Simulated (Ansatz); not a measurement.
**BeS in the zinc blende structure (space group F-43m, No. 216)**

```
BeS
1.0
    0.00000     2.43415     2.43415
    2.43415     0.00000     2.43415
    2.43415     2.43415     0.00000
S Be
1 1
Direct
  0.75000   0.75000   0.75000
  0.00000   0.00000   0.00000
```

Level of theory: Ansatz (a quantum-chemistry and plane-wave program) r2SCAN, no spin-orbit coupling, earlier PAW set. k-mesh 12×12×12 (Γ-centred); smearing 0.05 eV (Fermi–Dirac).

```yaml
volume_per_atom: 14.42 Å³
density: 2.36 g/cm³
band_gap: 3.59 eV, indirect, Γ → X
electron_mass: 0.79 mₑ along k, 0.29 mₑ across
Hole mass (degenerate bands, along [100]): 0.34, 0.57, 0.57 mₑ
Lowest conduction-band minima above the VBM: X along ⟨100⟩ 3.59 eV
total_energy: -500.798 eV/atom (σ→0; compares only within this code and set-up)
```

Effective masses come from finite differences of ±0.01 Å⁻¹. Along k means along the line from Γ to the band edge. Stability against distortions was not tested.
